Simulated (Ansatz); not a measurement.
Consider YN in the rock salt structure (space group Fm-3m, No. 225; a = 4.906 Å).

Method: Ansatz (a quantum-chemistry and plane-wave program), PBE, PAW, cutoff 420 eV, no spin-orbit coupling.

For the base:

The electron mass comes out as 1.3 mₑ along k, 0.11 mₑ across (at X) and the volume per atom is 14.76 Å³.

The change: cell and atoms relaxed at a pressure of 0.9 GPa.

Q: What does the calculation give for the electron mass after the change?

A: The electron mass remains 1.3 mₑ along k, 0.11 mₑ across (at X).

Q: Predict the new volume per atom.

A: The volume per atom drops by 0.08 Å³ to 14.68 Å³.

The levels and masses belong to the bands next to the band gap. Load acts through the strain it causes; cell and atoms are relaxed under it. Masses are band curvatures over ±0.01 Å⁻¹ around the edge. Along k means along the line from Γ to the band edge. Whether these cells are dynamically stable was not tested.
